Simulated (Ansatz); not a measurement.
Worked sum: formation energy of WSe2 (P6₃/mmc) from the elements

Subject: the formation energy of WSe2 (P6₃/mmc) from the elements. Reaction: 2 Se (P3₁21) + W (bcc) → WSe2 (P6₃/mmc). A negative value means that the right-hand side lies lower. The value is per atom of the solid.

WSe2 (P6₃/mmc), 6 atoms in the cell; spin state with PBE: run without spin. Conventional cell: a = b = 3.279 Å, c = 12.780 Å, α = β = 90.00°, γ = 120.00°.

Setting: static, neutral cells in Ansatz (PAW) whose structures rest at the PBE+D3(BJ) level. Ansatz (a first-principles code) runs with its default PAW set. Other levels take these structures, unless marked own geometry. The lattices are those relaxed with PBE+D3(BJ), so at other levels the solids can be strained, which adds to the spread. Spin-orbit coupling is left out. No Hubbard U is applied.

Total energies of the cells in eV, at zero smearing width. They compare only within one column; the weights balance every element.

| cell | atoms | weight | r2SCAN+D4 | r2SCAN+D4 (own geometry) |
|---|---|---|---|---|
| WSe2 (P6₃/mmc) | 6 | +1 | -42711.69191 | -42711.74338 |
| Se (P3₁21) | 3 | −4/3 | -16434.67718 | -16434.75280 |
| W (bcc) | 1 | −2 | -10397.51795 | -10397.51812 |

r2SCAN+D4: (-42711.69191) − 4/3 × (-16434.67718) − 2 × (-10397.51795) = -3.753 eV; dividing by 6 atoms gives -0.63 eV/atom.

r2SCAN+D4 (own geometry): (-42711.74338) − 4/3 × (-16434.75280) − 2 × (-10397.51812) = -3.703 eV; dividing by 6 atoms gives -0.62 eV/atom.

What follows from the r2SCAN+D4 value: A formula unit of WSe2 has 3 atoms, so it forms with -0.6255 × 3 = -1.876 eV, or -181.0 kJ/mol at 96.485 kJ/mol per eV.
